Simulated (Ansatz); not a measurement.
A computed series for Al2Au: response to strain

Consider Al2Au (space group Fm-3m, No. 225; a = 6.0032 Å; relaxed with 0.1 eV smearing).

Strains are applied to the cell and any free atomic positions relax.

All numbers come from PBEsol (Ansatz, a first-principles code), without spin-orbit coupling.

Notes on the quantities. energy relative to the base: free energy F.

| case | pressure | energy relative to the base | volume per atom |
|---|---|---|---|
| base | 0.0 GPa | 0 meV/atom | 18.03 Å³ |
| isotropic strain −3.00 % | 13.0 GPa | +59 meV/atom | 16.45 Å³ |
| isotropic strain −2.50 % | 10.4 GPa | +40 meV/atom | 16.71 Å³ |
| isotropic strain −2.00 % | 8.0 GPa | +25 meV/atom | 16.97 Å³ |
| isotropic strain −1.50 % | 5.8 GPa | +14 meV/atom | 17.23 Å³ |
| isotropic strain +0.50 % | -1.7 GPa | +1.4 meV/atom | 18.30 Å³ |
| isotropic strain +1.00 % | -3.2 GPa | +5.6 meV/atom | 18.57 Å³ |
| isotropic strain +1.50 % | -4.6 GPa | +12 meV/atom | 18.85 Å³ |
| isotropic strain +2.50 % | -7.1 GPa | +33 meV/atom | 19.41 Å³ |
| isotropic strain +3.00 % | -8.2 GPa | +47 meV/atom | 19.70 Å³ |

No phonon test of stability was made.
